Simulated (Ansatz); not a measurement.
**A computed series for hypothetical CsCl type NbP: response to strain**

Start from NbP in the CsCl type structure (space group Pm-3m, No. 221; a hypothetical phase, not in the database extracts checked; relaxed with 0.1 eV smearing).

```
CELL_PARAMETERS angstrom
      3.07933     0.00000     0.00000
      0.00000     3.07933     0.00000
      0.00000     0.00000     3.07933
ATOMIC_POSITIONS crystal
  Nb 0.00000 0.00000 0.00000
  P  0.50000 0.50000 0.50000
```

Cartesian axes are those of the cell as printed.

Strains are applied to the cell and any free atomic positions relax; under biaxial strain the out-of-plane vector relaxes too.

Level of theory: DFT with PBEsol, PAW potentials and a 420 eV plane-wave cutoff in Ansatz (an electronic-structure program), spin-orbit coupling left out.

Notes on the quantities. energy relative to the base: free energy F; pressure: mean of the normal stresses, compression positive.

```tsv
variant	energy relative to the base	volume per atom	pressure
base	0 meV/atom	14.60 Å³	0.0 GPa
biaxial strain −2.78 %, plane normal [001], relaxed out of plane	+31 meV/atom	14.06 Å³	8.5 GPa
biaxial strain −0.97 %, plane normal [001], relaxed out of plane	+3.7 meV/atom	14.41 Å³	2.8 GPa
biaxial strain +2.19 %, plane normal [001], relaxed out of plane	+18 meV/atom	15.06 Å³	-6.0 GPa
biaxial strain +0.88 %, plane normal [111], relaxed out of plane	+2.9 meV/atom	14.78 Å³	-2.4 GPa
isotropic strain −0.66 %	+3.8 meV/atom	14.31 Å³	4.3 GPa
isotropic strain +2.82 %	+62 meV/atom	15.87 Å³	-14.5 GPa
uniaxial strain ε_xx = +5.94 %	+56 meV/atom	15.47 Å³	-10.5 GPa
uniaxial strain ε_yy = −1.60 %	+4.6 meV/atom	14.37 Å³	3.5 GPa
tensor shear ε_yz = −1.44 %	+4.9 meV/atom	14.60 Å³	0.2 GPa
```

No phonon test of stability was made. All final runs are without spin polarisation.
